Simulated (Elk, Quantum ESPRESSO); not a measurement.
# One structure in several programs: TbCo2Si2 (I4/mmm, 5 atoms in the cell)

Self-consistent single point, at a second geometry (lattice scaled by 0.98). First geometry:

```
Tb(CoSi)2
1.0
   -1.92908     1.92908     4.86170
    1.92908    -1.92908     4.86170
    1.92908     1.92908    -4.86170
Tb Co Si
1 2 2
Direct
  0.00000   0.00000   0.00000
  0.75000   0.25000   0.50000
  0.25000   0.75000   0.50000
  0.62984   0.62984   0.00000
  0.37016   0.37016   0.00000
```
Moments meant for the start (each program seeds them in its own way; μB, in the order of the atoms Tb Co Co Si Si): 6.0 0.0 0.0 0.0 0.0.

Shared settings, as Quantum ESPRESSO writes them: occupations = smearing; smearing = fermi-dirac; degauss = 0.0036749 Ry; nspin = 2; K_POINTS = automatic 7 7 7 0 0 0. Potentials and cutoffs stand in the table.

```json
[
 {"code": "Quantum ESPRESSO", "model": "PBEsol, SSSP 1.1.2 efficiency (PBE) pseudopotentials", "ΔF from the first geometry (meV/atom)": "8.7", "size of the net moment (μB/atom)": "1.23", "cutoff": "50 Ry"},
 {"code": "Elk", "model": "PBEsol, all-electron FP-LAPW, Elk's shipped species files, APW+lo basis with extra local orbitals", "ΔF from the first geometry (meV/atom)": "9.4", "size of the net moment (μB/atom)": "1.22", "cutoff": "rgkmax 7.5"}
]
```

On Quantum ESPRESSO's run: spin-orbit coupling is off. With one magnetic atom in the cell only a parallel order is possible. With U or open f shells several self-consistent states can exist. The f electrons are in the valence without U or exact exchange, which can misplace them near the Fermi level. Spin-orbit terms, which matter for f shells, are left out.

The spread over the programs that give each value: ΔF from the first geometry within 0.7 meV/atom; size of the net moment within 0.01 μB/atom.

Elk treats all electrons, but the usual bases taken here (sphere radii, linearisation, local orbitals, empty states) were not tested for convergence, so the values are no reference for the others.

The starting cell comes from a database of computed structures (which also holds hypothetical and non-ambient phases and stackings), without a prior relaxation at this level. For this run, on top of that: lattice scaled by 0.98.

Left out of this page: Ansatz (with a known weakness of the program).
